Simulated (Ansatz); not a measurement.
Take Rh in the fcc (Cu type) structure (space group Fm-3m, No. 225; a = 3.780 Å) as the base.

The change: a hydrostatic pressure of 1.5 GPa.

Levels (all Ansatz, a quantum-chemistry and plane-wave program, PAW): PBEsol (420 eV, no spin-orbit coupling); PBEsol+SOC (420 eV, with spin-orbit coupling).

The geometry is relaxed with PBEsol.

```
Property           Value
---------------  -------
PBEsol pressure  1.5 GPa
```

With PBEsol+SOC at the same geometry, the pressure goes up by 0.2 GPa to 1.7 GPa.

Single points use the geometry relaxed with PBEsol. The spin-orbit shifts are approximate. Load acts through the strain it causes; cell and atoms are relaxed under it. Stability against distortions was not tested. The runs without spin-orbit coupling are not spin-polarised.
